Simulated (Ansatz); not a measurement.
Hypothetical CsCl type CoTe: element substitutions

The reference is CoTe in the CsCl type structure (space group Pm-3m, No. 221; a = 3.251 Å; ferromagnetic; a hypothetical phase, not in the database extracts checked).

Each row replaces one element on all its sites; cell and atoms are relaxed.

Levels (all Ansatz, a quantum-chemistry and plane-wave program, PAW): PBE (420 eV, spin-orbit coupling left out); PBEsol (420 eV, without spin-orbit coupling).

The base cell above is that of PBE; each level relaxes its own structures.

```json
[
 {"case": "Co → Bi", "lattice parameter a, PBE": "3.919 Å", "lattice parameter a, PBEsol": "3.851 Å"},
 {"case": "Te → Pb", "lattice parameter a, PBE": "3.313 Å", "lattice parameter a, PBEsol": "3.243 Å"},
 {"case": "Co → Ti", "lattice parameter a, PBE": "3.427 Å", "lattice parameter a, PBEsol": "3.376 Å"}
]
```

PBE lies above PBEsol in every row, by 0.052 Å to 0.070 Å. They put the cases in the same order.

The magnetic state is the one reached from the starting moments; the real material's order can differ, and small cells can't hold many antiferromagnetic ones. Whether these cells are dynamically stable was not tested. As relaxed here, BiTe, CoPb and TiTe are hypothetical phases, not in the database extracts checked. Starting moments died away, wholly or in part, for the base; another magnetic solution may exist. Spin-polarised in the final run: PBE base, PBEsol base, PBE CoPb and PBEsol CoPb; the other runs are not. An odd electron count without spin: BiTe.
